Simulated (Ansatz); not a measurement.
A computed series for IrO2: response to strain

The reference is IrO$_{2}$ in the rutile structure (space group P4_2/mnm, No. 136).

```
CELL_PARAMETERS angstrom
      4.47181     0.00000     0.00000
      0.00000     4.47181     0.00000
      0.00000     0.00000     3.15362
ATOMIC_POSITIONS crystal
  Ir 0.00000 0.00000 0.00000
  Ir 0.50000 0.50000 0.50000
  O  0.30879 0.30879 0.00000
  O  0.80879 0.19121 0.50000
  O  0.19121 0.80879 0.50000
  O  0.69121 0.69121 0.00000
```

Cartesian axes are those of the cell as printed.

Strains are applied to the cell and any free atomic positions relax.

Level of theory: DFT with PBEsol, PAW potentials and a 420 eV plane-wave cutoff in Ansatz (a quantum-chemistry and plane-wave program), spin-orbit coupling left out.

Notes on the quantities. energy relative to the base: free energy F; pressure: mean of the normal stresses, compression positive.

```json
[
 {"change": "base", "energy relative to the base": "0 meV/atom", "pressure": "0.0 GPa", "shortest interatomic distance": "1.953 Å"},
 {"change": "isotropic strain +2.84 %", "energy relative to the base": "+66 meV/atom", "pressure": "-21.0 GPa", "shortest interatomic distance": "2.013 Å"},
 {"change": "uniaxial strain ε_yy = −0.94 %", "energy relative to the base": "(withheld)", "pressure": "(withheld)", "shortest interatomic distance": "(withheld)"},
 {"change": "tensor shear ε_yz = +0.99 %", "energy relative to the base": "(withheld)", "pressure": "0.0 GPa", "shortest interatomic distance": "1.953 Å"}
]
```

**Question.** Complete the table.

**Answer.** 
- uniaxial strain ε_yy = −0.94 %, energy relative to the base: +1.0 meV/atom
- uniaxial strain ε_yy = −0.94 %, pressure: 2.7 GPa
- uniaxial strain ε_yy = −0.94 %, shortest interatomic distance: 1.946 Å
- tensor shear ε_yz = +0.99 %, energy relative to the base: +1.4 meV/atom

Without a gap, meshes like the base's 11×11×15 leave anisotropic stresses uncertain by several tenths of a GPa, and small strain energies with them. No phonon test of stability was made. No Hubbard U is applied, and correlation can decide whether such a compound is a metal. The final runs are not spin-polarised.
